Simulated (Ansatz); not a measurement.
For SnSb (Pm-3m, No. 221, 2 atoms in the cell; start mp-1625), LDA (Ansatz, a quantum-chemistry and plane-wave program, plane waves, PAW) gives:

```
Quantity                              Result
------------------------------  ------------
equilibrium lattice constant a       3.710 Å
bulk modulus B0                     63.9 GPa
cohesive energy                 3.71 eV/atom
```

### Question
What does PBEsol in Ansatz (PAW) give for the same quantities?

### Answer

- lattice constant a: 3.737 Å (rises by 0.7 %)
- bulk modulus: 60.6 GPa (falls by 5.2 %)
- cohesive energy: 3.26 eV/atom (falls by 0.45 eV/atom)

Changes are worked out from the printed values.

Unless a cell is named, each level is at its own relaxed cell (LDA 25.54, PBEsol 26.10 Å³/atom).

Levels without +SOC leave out spin–orbit coupling, which shifts energies and cells of such heavy elements.

Caveats: the bulk modulus is −V dP/dV from two relaxed cells at ±2 % in volume (LDA, PBEsol); the relaxation could not lower the start's symmetry, so the cell can be a saddle point above a distorted one (LDA, PBEsol). Ansatz's density-functional and Hartree–Fock values are scalar-relativistic unless marked +SOC, with PAW data made under PBE.

A start named mp-… is a Materials Project structure, which need not be a measured phase.
